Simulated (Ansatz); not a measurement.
Reference: AlAs (F-43m), PBEsol, rigid bands (plane waves, PAW, scalar-relativistic; Ansatz, a program for electronic structure); axes and stresses refer to this cell.

```
CELL_PARAMETERS angstrom
      0.00000     2.83740     2.83740
      2.83740     0.00000     2.83740
      2.83740     2.83740     0.00000
ATOMIC_POSITIONS crystal
  Al 0.00000 0.00000 0.00000
  As 0.75000 0.75000 0.75000
```

* **Seebeck coefficient, p-type 1e19 cm⁻³**: 382 μV/K
* **hole conductivity mass**: 0.51 mₑ
* **Seebeck coefficient, n-type 1e19 cm⁻³**: -263 μV/K

Task: Change: functional PBE, cell relaxed with it. What happens to Seebeck coefficient, p-type 1e19 cm⁻³, hole conductivity mass, Seebeck coefficient, n-type 1e19 cm⁻³?

Result: Seebeck coefficient, p-type 1e19 cm⁻³ moves little, to 383 μV/K; hole conductivity mass grows to 0.53 mₑ; Seebeck coefficient, n-type 1e19 cm⁻³ moves little, to -269 μV/K.

Masses are for dilute carriers at 300 K, harmonic means over directions unless an axis is named. Seebeck coefficients are for the stated density at 300 K, with one relaxation time for all states and whether or not that doping can be reached. Spin-orbit coupling is left out unless a row names it; without it hole values are far off for these elements.
